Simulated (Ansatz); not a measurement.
Base system: IrO₂ in the rutile structure (space group P4_2/mnm, No. 136; a = 4.5293 Å, c = 3.1799 Å).

The values are results of PBE (Ansatz, a first-principles code; PAW; 420 eV plane waves; spin-orbit coupling left out), earlier PAW set, not measurements.

For the base:

```
Item       Result
--------  -------
Pressure  0.0 GPa
Band gap     zero
```

Now apply this change: an isotropic linear strain of −5.60 %, atoms relaxed at fixed cell.

Problem. What happens to the energy relative to the base, pressure and band gap?

Solution. The energy goes up by 0.328 eV/atom; the pressure (mean of the normal stresses, compression positive) goes from zero to 71.7 GPa; the band gap is still zero.

Whether these cells are dynamically stable was not tested. No Hubbard U is applied, and correlation can decide whether such a compound is a metal. The final runs are not spin-polarised.
